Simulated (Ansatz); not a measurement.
A computed series for PbTe: response to strain

Base system: PbTe in the rock salt structure (space group Fm-3m, No. 225; a = 6.380 Å).

Strains are applied to the cell and any free atomic positions relax.

All numbers come from Kohn–Sham DFT with the LDA functional, run in Ansatz (a quantum-chemistry and plane-wave program) with PAW and 420 eV plane waves, scalar-relativistic without spin-orbit coupling.

```tsv
case	pressure	shortest interatomic distance
base	0.00 GPa	3.190 Å
isotropic strain −3.00 %	5.48 GPa	3.094 Å
isotropic strain −2.50 %	4.40 GPa	3.110 Å
isotropic strain −2.00 %	3.39 GPa	3.126 Å
isotropic strain −1.00 %	1.57 GPa	3.158 Å
isotropic strain +0.50 %	-0.71 GPa	3.206 Å
isotropic strain +1.00 %	-1.36 GPa	3.222 Å
isotropic strain +1.50 %	-1.97 GPa	3.238 Å
isotropic strain +2.00 %	-2.53 GPa	3.254 Å
isotropic strain +3.00 %	___	3.285 Å
```

Problem. Complete the table.

Solution. 
- isotropic strain +3.00 %, pressure: -3.53 GPa

Stability against distortions was not tested.
